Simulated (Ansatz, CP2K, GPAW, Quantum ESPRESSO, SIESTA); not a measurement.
**Code comparison for Rb3Ba (P1, 4 atoms in the cell)**

Self-consistent single point, at a second geometry (atoms moved at random). First geometry:

```
Rb3Ba
1.0
   -3.38259     3.38259     7.39567
    3.38259    -3.38259     7.39567
    3.38259     3.38259    -7.39567
Rb Ba
3 1
Direct
  0.75000   0.25000   0.50000
  0.25000   0.75000   0.50000
  0.50000   0.50000   0.00000
  0.00000   0.00000   0.00000
```

Second geometry:
```yaml
crystal:
  lattice:
    - [-3.38259, 3.38259, 7.39567]
    - [3.38259, -3.38259, 7.39567]
    - [3.38259, 3.38259, -7.39567]
  atoms:
    - { symbol: Rb, position: [0.75761, 0.24771, 0.50410] }
    - { symbol: Rb, position: [0.24973, 0.74709, 0.49775] }
    - { symbol: Rb, position: [0.49134, 0.50779, 0.00224] }
    - { symbol: Ba, position: [0.00132, 0.99741, 0.99591] }
```

Shared settings, as Ansatz (an electronic-structure program) writes them: kpoints.mp_grid.grid = 5 5 5; scf.occupations.method = fermi_dirac; scf.occupations.width = 0.1 eV. Potentials and cutoffs stand in the table.

```tsv
code	model	ΔF from the first geometry (meV/atom)	pressure (GPa)	largest force (eV/Å)	cutoff
Quantum ESPRESSO	PBEsol, GBRV 1.5 ultrasoft (PBESOL) pseudopotentials	1.0	-0.28	0.061	40 Ry
CP2K	PBEsol, GPW, DZVP-MOLOPT-SR-GTH basis, GTH-PBE potentials (GTH_POTENTIALS)	1.2	-0.13	0.074	grid 500 Ry
GPAW	PBEsol, GPAW PAW datasets PBEsol (made by gpaw-setup)	1.0	-0.27	0.061	550 eV
SIESTA	GGA PBEsol, numerical atomic orbitals DZP, PseudoDojo PBEsol standard norm-conserving potentials (rewritten from UPF to PSML)	1.4	0.29	0.091	grid 400 Ry
Ansatz	PBEsol, PAW files made with PBE	1.0	-0.27	0.061	default
```

Size of the force on each atom (eV/Å): Sizes of forces hide their directions.

| code | Rb1 | Rb2 | Rb3 | Ba4 |
|---|---|---|---|---|
| Quantum ESPRESSO | 0.027 | 0.010 | 0.061 | 0.043 |
| CP2K | 0.033 | 0.013 | 0.074 | 0.052 |
| GPAW | 0.027 | 0.010 | 0.061 | 0.043 |
| SIESTA | 0.037 | 0.014 | 0.091 | 0.068 |
| Ansatz | 0.027 | 0.010 | 0.061 | 0.043 |

The spread over the programs that give each value: ΔF from the first geometry within 0.4 meV/atom; pressure within 0.57 GPa; largest force within 0.030 eV/Å.

CP2K and SIESTA use small atom-centred bases, whose incompleteness enters pressures, forces and empty levels differently from a plane-wave cutoff. Ansatz's pressure is given at a fixed set of plane waves, as the other plane-wave codes print theirs.

The starting cell comes from a database of computed structures (which also holds hypothetical and non-ambient phases and stackings), without a prior relaxation at this level. Its lattice was rescaled by a random factor within 2.5 % of one. For this run, on top of that: atoms moved at random.

Keys are those of Ansatz 0.2.
